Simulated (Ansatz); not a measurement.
## Enthalpy of formation of TiGe2 (model structure, started from the AlB2 type, P6/mmm, No. 191, 3 atoms in the cell) at several levels of theory

No measured value is used here.

```
level (code)         value (eV/atom)
-------------------  ---------------
PBE (Ansatz)                       …
PBEsol (Ansatz)               -0.168
PBE-D3(BJ) (Ansatz)           -0.166
```

### Question
Some entries are withheld; supply them.

### Answer

- PBE (Ansatz, an electronic-structure program), value (eV/atom): -0.085

Each level is taken at its own relaxed cell. Ansatz's density-functional and Hartree–Fock values are scalar-relativistic unless marked +SOC, with PAW data made under PBE.

A model structure was made by putting elements into a prototype or built by hand; it is no filed structure, need not be a known phase, and can be a saddle point held by its symmetry.
